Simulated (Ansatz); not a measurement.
The starting structures come from a database of crystals and need not be the phases stable at ambient conditions.

The decay constant κ of evanescent states in the gap governs leakage through a thin film.

```
LaClTe
1.0
    4.53795     0.00000     0.00000
    0.00000     9.46709     0.00000
    0.00000     0.00000     8.00043
La Te Cl
4 4 4
Cartesian
  3.40346   3.49118   1.90258
  1.13449   5.97591   6.09785
  1.13449   8.22472   2.09763
  3.40346   1.24237   5.90280
  3.40346   6.32903   3.69740
  1.13449   3.13806   4.30303
  1.13449   1.59549   0.30282
  3.40346   7.87160   7.69761
  3.40346   4.17205   6.92205
  1.13449   5.29504   1.07838
  1.13449   8.90560   5.07859
  3.40346   0.56149   2.92184
```

Space group of this cell: Pnma. The cell is taken as given.

Transport runs along the normal of the first two printed cell vectors.

The gap is the functional's own, uncorrected, and κ follows it; spin-orbit coupling is left out. Mid-gap values are interpolated between the computed energies.

Problem. Estimate the band gap and the smallest decay constant κ at mid-gap that r2SCAN run with Ansatz (a quantum-chemistry and plane-wave program) returns for this system.

Solution. Gap 1.23 eV on a 8×4×4 mesh; κ = 0.238 1/Å, at the zone centre.
